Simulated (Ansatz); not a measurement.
## SrZrO3, response to strain

Consider SrZrO3 in the cubic perovskite structure (space group Pm-3m, No. 221; a = 4.1299 Å). Axes: x, y, z lie along the cube axes.

Strains are applied to the cell and any free atomic positions relax; under biaxial strain the out-of-plane vector relaxes too; under stress the whole cell relaxes.

Level of theory: Kohn–Sham DFT with the PBEsol functional, run in Ansatz (a quantum-chemistry and plane-wave program) with PAW and 420 eV plane waves, no spin-orbit coupling.

Notes on the quantities. energy relative to the base: free energy F.

```tsv
case	energy relative to the base	smallest direct gap	shortest interatomic distance	band gap
base	0 meV/atom	3.57 eV	2.065 Å	3.31 eV
biaxial strain +4.69 %, plane normal [001], relaxed out of plane	+64 meV/atom	3.24 eV	2.028 Å	2.98 eV
biaxial strain +1.95 %, plane normal [111], relaxed out of plane	+9.1 meV/atom	3.32 eV	2.081 Å	3.05 eV
uniaxial stress, 3 GPa tension along z	+1.3 meV/atom	3.54 eV	2.061 Å	3.26 eV
```

Semilocal Kohn–Sham gaps tend to fall short of experiment. Stability under load was not tested beyond the relaxation. Many cubic perovskites are stable only at high temperature; tilts and polar distortions were not tested.
